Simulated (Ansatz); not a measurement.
**CaPdF4, pressure series**

Consider CaPdF$_{4}$ (space group I4/mcm, No. 140; a = 5.5294 Å, c = 10.5277 Å; a cell from a computed database, its experimental status unchecked).

Cell and atoms are relaxed at each pressure.

All numbers come from r2SCAN in Ansatz (plane waves to 500 eV, PAW, no spin-orbit coupling).

Computed cases, in order: pressure −2 GPa; pressure −1 GPa; 0 GPa (base); pressure 3 GPa; pressure 7 GPa; pressure 15 GPa; pressure 30 GPa; pressure 50 GPa; pressure 75 GPa; pressure 100 GPa.

Q: Between which two neighbouring cases does the gap turn between direct and indirect?

A: Between pressure 50 GPa (1.71 eV, direct at X) and pressure 75 GPa (1.80 eV, indirect, G–M (50 % along) → X). The whole series: pressure −2 GPa: 1.47 eV, direct at X; pressure −1 GPa: 1.48 eV, direct at X; 0 GPa (base): 1.48 eV, direct at X; pressure 3 GPa: 1.49 eV, direct at X; pressure 7 GPa: 1.51 eV, direct at X; pressure 15 GPa: 1.55 eV, direct at X; pressure 30 GPa: 1.61 eV, direct at X; pressure 50 GPa: 1.71 eV, direct at X; pressure 75 GPa: 1.80 eV, indirect, G–M (50 % along) → X; pressure 100 GPa: 1.86 eV, indirect, G–M (50 % along) → X.

Load acts through the strain it causes; cell and atoms are relaxed under it. Whether these cells are dynamically stable was not tested. No other phases were tried under pressure.

Ansatz is an electronic-structure program.
